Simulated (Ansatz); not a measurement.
Calculation: PBE (plane waves to 420 eV, PAW; Ansatz, a quantum-chemistry and plane-wave program).

Electrostatic potential energy of an electron, averaged over planes parallel to the surface, in eV from the Fermi level, for a constructed model of the (0001) surface of hcp Co, ferromagnetic, (√3x√3)R30° surface alloy, In on one Co site of the top plane (bottom of the slab: a bare face, its two planes held):

```json
[
 {"z (Å)": "3.83", "V (eV)": "5.00"},
 {"z (Å)": "4.12", "V (eV)": "5.00"},
 {"z (Å)": "4.42", "V (eV)": "4.99"},
 {"z (Å)": "4.71", "V (eV)": "4.99"},
 {"z (Å)": "5.01", "V (eV)": "4.98"},
 {"z (Å)": "5.30", "V (eV)": "4.97"},
 {"z (Å)": "5.59", "V (eV)": "4.93"},
 {"z (Å)": "5.89", "V (eV)": "4.85"},
 {"z (Å)": "6.18", "V (eV)": "4.70"},
 {"z (Å)": "6.48", "V (eV)": "4.36"},
 {"z (Å)": "6.77", "V (eV)": "3.66"},
 {"z (Å)": "7.07", "V (eV)": "2.20"},
 {"z (Å)": "7.36", "V (eV)": "-1.44"},
 {"z (Å)": "7.66", "V (eV)": "-9.83"},
 {"z (Å)": "7.95", "V (eV)": "-17.96"},
 {"z (Å)": "8.24", "V (eV)": "-20.33"},
 {"z (Å)": "8.54", "V (eV)": "-15.59"},
 {"z (Å)": "8.83", "V (eV)": "-6.75"},
 {"z (Å)": "9.13", "V (eV)": "-1.13"},
 {"z (Å)": "9.42", "V (eV)": "-3.13"},
 {"z (Å)": "9.72", "V (eV)": "-11.44"},
 {"z (Å)": "10.01", "V (eV)": "-18.92"},
 {"z (Å)": "10.31", "V (eV)": "-20.17"},
 {"z (Å)": "10.60", "V (eV)": "-14.47"},
 {"z (Å)": "10.89", "V (eV)": "-5.51"},
 {"z (Å)": "11.19", "V (eV)": "-0.83"},
 {"z (Å)": "11.48", "V (eV)": "-3.62"},
 {"z (Å)": "11.78", "V (eV)": "-12.21"},
 {"z (Å)": "12.07", "V (eV)": "-19.28"},
 {"z (Å)": "12.37", "V (eV)": "-19.88"},
 {"z (Å)": "12.66", "V (eV)": "-13.65"},
 {"z (Å)": "12.96", "V (eV)": "-4.79"},
 {"z (Å)": "13.25", "V (eV)": "-0.92"},
 {"z (Å)": "13.54", "V (eV)": "-4.80"},
 {"z (Å)": "13.84", "V (eV)": "-13.62"},
 {"z (Å)": "14.13", "V (eV)": "-19.85"},
 {"z (Å)": "14.43", "V (eV)": "-19.26"},
 {"z (Å)": "14.72", "V (eV)": "-12.23"},
 {"z (Å)": "15.02", "V (eV)": "-3.71"},
 {"z (Å)": "15.31", "V (eV)": "-1.04"},
 {"z (Å)": "15.61", "V (eV)": "-6.08"},
 {"z (Å)": "15.90", "V (eV)": "-15.00"},
 {"z (Å)": "16.19", "V (eV)": "-20.31"},
 {"z (Å)": "16.49", "V (eV)": "-18.57"},
 {"z (Å)": "16.78", "V (eV)": "-10.83"},
 {"z (Å)": "17.08", "V (eV)": "-2.73"},
 {"z (Å)": "17.37", "V (eV)": "-1.15"},
 {"z (Å)": "17.67", "V (eV)": "-5.85"},
 {"z (Å)": "17.96", "V (eV)": "-11.87"},
 {"z (Å)": "18.26", "V (eV)": "-15.31"},
 {"z (Å)": "18.55", "V (eV)": "-15.16"},
 {"z (Å)": "18.84", "V (eV)": "-11.37"},
 {"z (Å)": "19.14", "V (eV)": "-7.40"},
 {"z (Å)": "19.43", "V (eV)": "-4.94"},
 {"z (Å)": "19.73", "V (eV)": "-1.98"},
 {"z (Å)": "20.02", "V (eV)": "1.06"},
 {"z (Å)": "20.32", "V (eV)": "2.70"},
 {"z (Å)": "20.61", "V (eV)": "3.41"},
 {"z (Å)": "20.91", "V (eV)": "3.75"},
 {"z (Å)": "21.20", "V (eV)": "3.91"},
 {"z (Å)": "21.49", "V (eV)": "3.99"},
 {"z (Å)": "21.79", "V (eV)": "4.03"},
 {"z (Å)": "22.08", "V (eV)": "4.04"},
 {"z (Å)": "22.38", "V (eV)": "4.05"},
 {"z (Å)": "22.67", "V (eV)": "4.06"},
 {"z (Å)": "22.97", "V (eV)": "4.06"},
 {"z (Å)": "23.26", "V (eV)": "4.06"},
 {"z (Å)": "23.56", "V (eV)": "4.06"}
]
```

Model: 18-atom slab, 10.1 Å thick at the start with caps and adatoms (thin: gaps and levels are the slab's own), 10x10x1 mesh, Fermi-Dirac 0.1 eV, dipole correction, 6 atoms held, the rest relaxed; start symmetry kept, larger cells not searched; spin-polarised, ending with about 27.4 μB a cell; orders that need a larger cell were not tried, no spin-orbit, no U. It is one candidate, not shown to be the stable structure of the face.

Problem. The surface cell has an area of 16.15 Å². What dipole along the normal does the step between the two vacuum levels imply?

Solution. the top vacuum level lies 0.94 eV below the bottom one; p = −ε₀ A ΔV (ε₀ = 0.005526 e/(V·Å)) gives 0.08 e·Å a cell.
